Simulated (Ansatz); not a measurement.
The starting structures come from a database of crystals and need not be the phases stable at ambient conditions.

Evanescent states of BAs (P6_3mc, wurtzite, not sure to be the ambient phase, 4 atoms a cell, 14.0 Å³ an atom, -3 GPa at this level) along the normal of (110)

The numbers are results of r2SCAN (plane waves, PAW; Ansatz, a first-principles code), not measurements.

The gap is the functional's own, uncorrected, and κ follows it; spin-orbit coupling is left out. Mid-gap values are interpolated between the computed energies.

Energies count from the valence-band top; κ is the least over a 6×6 mesh across the current.

| E (eV) | κ (1/Å) | where |
|---|---|---|
| 0.04 | 0.039 | Γ |
| 0.12 | 0.067 | Γ |
| 0.20 | 0.085 | Γ |
| 0.28 | 0.100 | Γ |
| 0.36 | 0.112 | Γ |
| 0.44 | 0.123 | Γ |
| 0.52 | 0.133 | Γ |
| 0.60 | 0.141 | Γ |
| 0.68 | 0.139 | Γ |
| 0.76 | 0.131 | Γ |
| 0.84 | 0.122 | Γ |
| 0.92 | 0.113 | Γ |
| 1.00 | 0.102 | Γ |
| 1.08 | 0.090 | Γ |
| 1.16 | 0.075 | Γ |
| 1.24 | 0.057 | Γ |
| 1.32 | 0.026 | Γ |

Task: How thick must the barrier be to attenuate the transmission by 10^4 when the electrodes' Fermi level lies at 1.08 eV, and what attenuation does that film give at 0.44 eV?

Result: d = 4 ln 10 / (2 × 0.090) = 51.2 Å. At 0.44 eV it gives 4 × 0.123/0.090 = 5.5 decades.
